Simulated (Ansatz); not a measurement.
# Ansatz run on SnPt3 (Pm-3m, 4 atoms in the cell): self-consistent single point

Computed with LDA (PW92), default PAW files made with PBE (plane waves; Ansatz, a first-principles code).

Input:

Ansatz 0.2 input:
```yaml
crystal:
  lattice:
    - [4.000000, 0.000000, 0.000000]
    - [0.000000, 4.000000, 0.000000]
    - [0.000000, 0.000000, 4.000000]
  atoms:
    - { symbol: Pt, position: [0.000000, 0.500000, 0.500000] }
    - { symbol: Pt, position: [0.500000, 0.000000, 0.500000] }
    - { symbol: Pt, position: [0.500000, 0.500000, 0.000000] }
    - { symbol: Sn, position: [0.000000, 0.000000, 0.000000] }
basis:
  ecutwfc: 420.0
kpoints:
  mp_grid: { grid: [11, 11, 11] }
hamiltonian:
  xc: lda
  pseudopotentials: { kind: paw }
scf:
  occupations: { method: cold, width: 0.136 }
output:
  forces: true
  eigenvalues: true
  stress: true
```

Output, abridged:

```
WARN ansatz: RAYON_NUM_THREADS=1 ignored (pool sized by the plan → 1); use --threads N
Pseudopotentials: kind: paw
Pseudopotential: Pt, paw, valence charge 18
Pseudopotential: Sn, paw, valence charge 14
Crystal: 4 atoms, lattice volume = 64.000 Å³
Basis set: ecut = 420 eV, 1237 PW (Γ)
Bands: 41, of which v1, the nominal top of the filled ones, is band 34 counted from 1 (33 counted from 0)
Symmetry: 48 space group operations
Space group: Pm-3m (ITA 221), of the structure as read, at distance tolerance 4.0e-5 Å
k-points: 56 of 1331
PAW frozen core: Pt, regenerated for the run's functional, and the local potential with it
PAW frozen core: Sn, regenerated for the run's functional, and the local potential with it
Initial density: superposition of atomic densities (neutral atoms: chi_scale 0, normalization atom), corrected by the library's trained network
Initial wavefunctions: pseudopotential atomic-orbital guess
Eigensolver: davidson
Functional: x = slater, c = lda
SCF iter   1: F=—  HF=-42616.041109 eV  |F-HF|=—  |Δ(HF+E_count)|=         —  Δρ=6.72e-3  dr2=9.41e-3  ethr=1.77e-3  ⟨swp⟩=5.8  Hψ=8612  notcnv=0
all-band conjugate gradients solve this SCF's bands
preconditioner: auto → Kerker (q_TF=auto, 2.756 Å⁻¹)
SCF iter   2: F=—  HF=-42616.038387 eV  |F-HF|=—  |Δ(HF+E_count)|=   2.72e-3  S|Δr|=    0.00e0  Δρ=3.42e-3  dr2=2.22e-3  ethr=1.38e-5  ⟨swp⟩=2.0  Hψ=3233  notcnv=0
SCF iter   3: F=—  HF=-42616.037776 eV  |F-HF|=—  |Δ(HF+E_count)|=   6.11e-4  S|Δr|=    0.00e0  Δρ=6.01e-4  dr2=1.04e-4  ethr=3.27e-6  ⟨swp⟩=2.4  Hψ=2999  notcnv=0
SCF iter   4: F=—  HF=-42616.037748 eV  |F-HF|=—  |Δ(HF+E_count)|=   2.76e-5  S|Δr|=    0.00e0  Δρ=9.35e-5  dr2=1.05e-5  ethr=1.53e-7  ⟨swp⟩=2.5  Hψ=3617  notcnv=0
SCF iter   5: F=—  HF=-42616.037752 eV  |F-HF|=—  |Δ(HF+E_count)|=   3.58e-6  S|Δr|=    0.00e0  Δρ=2.60e-5  dr2=1.04e-6  ethr=1.54e-8  ⟨swp⟩=2.0  Hψ=2899  notcnv=0  defer=2
SCF iter   6: F=-42616.037751 eV  HF=-42616.037751 eV  |F-HF|=1.92e-8  |Δ(HF+E_count)|=   3.29e-7  S|Δr|=    0.00e0  Δρ=6.08e-6  dr2=3.01e-8  ethr=1.47e-10  ⟨swp⟩=7.1  Hψ=10343  notcnv=0
SCF 1 converged in 6 iterations: F = -42616.037751 eV  dr2 = 3.01e-8
SCF converged after 6 iterations
Stability not checked (fill_not_monotonic)
Free energy (F): -42616.037751 eV
Harris-Foulkes:  -42616.037751 eV  (|F-HF|=1.92e-8)
Internal energy: -42616.038892 eV  (E = F + TS)
E sigma→0 (E₀):  -42616.038132 eV
Entropy (-TS):   0.001141 eV (0.285 meV/atom)
Fermi energy:    21.371119 eV
--- Per-component energies (eV) ---
  E_band       = -443.441808
  E_kinetic    = 2111.283411
  E_local      = -5188.449371  (includes V_loc(G=0)·N_el)
  E_nonlocal   = 595.362516
  E_hartree    = 2148.176655
  E_xc         = -1161.774735
  E_vxc        = -1009.396401  (∫ρ·V_xc dr)
  E_paw        = -31533.806300  (= ΣΔE_a)
  E_vpaw       = -1248.593274  (= ΣTr[D̂ρ^β])
  E_aug_tail   = 0.000515  (compensation charges beyond the density's cutoff)
  E_ewald      = -9588.648090
  E_core_change = 1.816507  (= ΣΔE_core)
  E_smearing   = 0.001141  (= −TS)
  E_closure    = 0.000000  (closes the sum)
  Σ components = -42616.037751   (vs F -42616.037751, Δ=0.00e0)
--- Forces (eV/Å), atoms counted from 1 ---
  atom   1  Pt     0.00000000    -0.00000000     0.00000000
   [... zero for the other atoms too ...]
  max |Σ_I F_I| component: 3.47e-28 eV/Å
--- Stress (GPa, compression-positive) ---
       -3.561146      -0.000000      -0.000000
       -0.000000      -3.561146       0.000000
        0.000000       0.000000      -3.561146
  P = ⅓ Tr σ = -3.5611 GPa (-35.611 kbar)
  The stress holds the Pulay correction. Without it, at fixed plane waves, as pw.x and ABINIT print it: P = -3.6405 GPa
--- Band table (eV; the first three rows and the last of 56) ---
  k-point 0: bands = ["-77.2145", "-77.1896", "-77.1896", "-31.4835", "-31.4835", "-31.4835", "-31.3494", "-31.3494", "-31.3494", "-31.2110", "-31.2110", "-31.2110", "-0.5299", "-0.5299", "-0.5147", "-0.5147", "-0.5147", "9.2700", "14.1654", [...]
  k-point 1: bands = ["-77.2141", "-77.1900", "-77.1896", "-31.4805", "-31.4805", "-31.4788", "-31.3503", "-31.3503", "-31.3497", "-31.2163", "-31.2133", "-31.2133", "-0.5286", "-0.5264", "-0.5144", "-0.5134", "-0.5134", "9.3637", "14.2259", [...]
  k-point 2: bands = ["-77.2128", "-77.1913", "-77.1896", "-31.4721", "-31.4721", "-31.4650", "-31.3528", "-31.3528", "-31.3502", "-31.2317", "-31.2194", "-31.2194", "-0.5249", "-0.5169", "-0.5138", "-0.5100", "-0.5100", "9.6405", "14.3704", [...]
  k-point 55: bands = ["-77.1982", "-77.1977", "-77.1977", "-31.5237", "-31.4801", "-31.4796", "-31.4796", "-31.2614", "-31.2614", "-31.2607", "-31.2014", "-31.2014", "-0.5302", "-0.5302", "-0.5301", "-0.4680", "-0.4680", "11.6788", "14.8601", [...]
```

The run converged in 6 iterations.

The starting cell comes from a database of published, mostly measured structures (it also holds non-ambient and calculated ones), without a prior relaxation at this level. Spin-orbit coupling is off. Spin polarisation is off. With a pressure of about -4 GPa the cell is away from its equilibrium volume at this level. Ansatz's pressure includes its estimate of the finite-basis (Pulay) stress.
